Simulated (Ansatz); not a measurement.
ZrCu (Pm-3m, No. 221, 2 atoms in the cell; start mp-2210)

Computed with PBEsol (plane waves, PAW; Ansatz, a first-principles code).

Run with plane-wave cutoff 520 eV, 18×18×18 k mesh, Fermi–Dirac smearing 0.05 eV, no spin polarisation, scalar-relativistic PAW data made under PBE.

Cell (relaxed at this level):

```cif
data_CuZr
_chemical_formula_sum 'Zr1 Cu1'
_space_group_name_H-M_alt 'P 1'
_space_group_IT_number 1
_cell_length_a 3.22485
_cell_length_b 3.22485
_cell_length_c 3.22485
_cell_angle_alpha 90.000
_cell_angle_beta 90.000
_cell_angle_gamma 90.000
loop_
_space_group_symop_operation_xyz
  'x, y, z'
loop_
_atom_site_label
_atom_site_type_symbol
_atom_site_fract_x
_atom_site_fract_y
_atom_site_fract_z
_atom_site_occupancy
Zr1 Zr 0.50000 0.50000 0.50000 1
Cu1 Cu 0.00000 0.00000 0.00000 1
```

- bulk modulus B0 = 131 GPa

Note: the run has no spin polarisation, so it can have missed a magnetic state; the bulk modulus is −V dP/dV from two relaxed cells at ±2 % in volume; the relaxation could not lower the start's symmetry, so the cell can be a saddle point above a distorted one.

Computed values are for the static lattice.

A start named mp-… is a Materials Project structure, which need not be a measured phase.
